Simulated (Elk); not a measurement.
Band structure of Mg (P6_3/mmc, 2 atoms in the cell).

```
Mg
1.0
    3.21167     0.00000     0.00000
   -1.60583     2.78139     0.00000
    0.00000     0.00000     5.20547
Mg
2
Direct
  0.33333   0.66667   0.25000
  0.66667   0.33333   0.75000
```

Level of theory: PBE, all-electron FP-LAPW, Elk's shipped species files, default APW+lo basis (Elk).

Settings: xctype = 20; stype = 0; swidth = 0.00367493 Ha; ngridk = 12 12 7; maxscl = 100.

The starting cell comes from a database of computed structures (which also holds hypothetical and non-ambient phases and stackings), without a prior relaxation at this level. Its lattice was rescaled by a random factor within 2.5 % of one. Values depend on the basis (sphere radii, cutoffs, local orbitals), which need not be converged.

Levels in eV from the Fermi level, bands 7 to 14:
| point | 7 | 8 | 9 | 10 | 11 | 12 | 13 | 14 |
|---|---|---|---|---|---|---|---|---|
| Γ | -42.57 | -42.57 | -6.83 | -1.56 | -1.22 | 10.98 | 10.98 | 11.06 |
| M | -42.59 | -42.58 | -2.09 | -2.04 | 2.69 | 3.14 | 3.26 | 3.70 |
| K | -42.59 | -42.59 | -0.56 | -0.56 | -0.51 | 4.15 | 4.15 | 4.33 |
| A | -42.58 | -42.58 | -5.44 | -5.44 | 5.07 | 5.07 | 11.90 | 11.90 |
| L | -42.58 | -42.58 | -1.01 | -1.01 | -0.43 | -0.43 | 7.98 | 7.98 |
| H | -42.58 | -42.58 | 0.27 | 0.27 | 0.77 | 0.77 | 1.48 | 1.48 |

Bands cross the Fermi level along this path, so the cell is metallic at this level.
